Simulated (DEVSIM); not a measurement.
System: abrupt Si p-n junction, at 300 K.

| layer (left to right) | material | thickness (μm) | Nd (cm⁻³) | Na (cm⁻³) | τn (s) | τp (s) |
|---|---|---|---|---|---|---|
| 1 | Si | 0.250 | - | 6.4e17 | 0.00051 | 0.00051 |
| 2 | Si | 6.40 | 1.5e17 | - | 0.00051 | 0.00051 |

Left contact: ohmic. Right contact: ohmic. Voltage is applied to the left contact. Recombination: SRH at mid-gap, radiative. Mobility is constant in doping.

The device is made up for the run: typed textbook-type constants, with dimensions and the other settings drawn at random. Values at 300 K.

```tsv
parameter	Si
gap (eV)	1.124
affinity (eV)	4.05
permittivity	11.7
Nc (cm⁻³)	2.86e19
Nv (cm⁻³)	3.1e19
μn (cm²/Vs)	1417
μp (cm²/Vs)	470
B (cm³/s)	4.7e-15
```

Model (solved in DEVSIM): 1D drift-diffusion, Boltzmann statistics, complete ionisation; no tunnelling, impact ionisation, image-force lowering or self-heating.

Q: Tabulate band edges, carrier densities and field at zero bias.

A: Energies count from the Fermi level of the right contact; mesh points crowd at the junctions.

```csv
x (μm),Ec (eV),Ev (eV),n (cm⁻³),p (cm⁻³),field (V/cm)
0.000,1.024,-0.100,180,6.4e17,≈ 0
0.01906,1.024,-0.100,180,6.4e17,≈ 0
0.05023,1.024,-0.100,180,6.4e17,≈ 0
0.1012,1.024,-0.100,180,6.4e17,≈ 0
0.1821,1.024,-0.100,180,6.4e17,≈ 0
0.2201,1.022,-0.102,190,6.0e17,-3200
0.2434,0.934,-0.190,5700,2.0e16,-110000
0.2668,0.574,-0.550,6.6e9,1.8e10,-140000
0.3010,0.236,-0.888,3.1e15,38000,-59000
0.3639,0.136,-0.988,1.5e17,790,-490
0.4793,0.136,-0.988,1.5e17,770,≈ 0
0.7732,0.136,-0.988,1.5e17,770,≈ 0
1.231,0.136,-0.988,1.5e17,770,≈ 0
2.071,0.136,-0.988,1.5e17,770,≈ 0
4.146,0.136,-0.988,1.5e17,770,≈ 0
5.297,0.136,-0.988,1.5e17,770,≈ 0
5.924,0.136,-0.988,1.5e17,770,≈ 0
6.266,0.136,-0.988,1.5e17,770,≈ 0
6.492,0.136,-0.988,1.5e17,770,≈ 0
6.575,0.136,-0.988,1.5e17,770,≈ 0
6.620,0.136,-0.988,1.5e17,770,≈ 0
6.650,0.136,-0.988,1.5e17,770,≈ 0
```
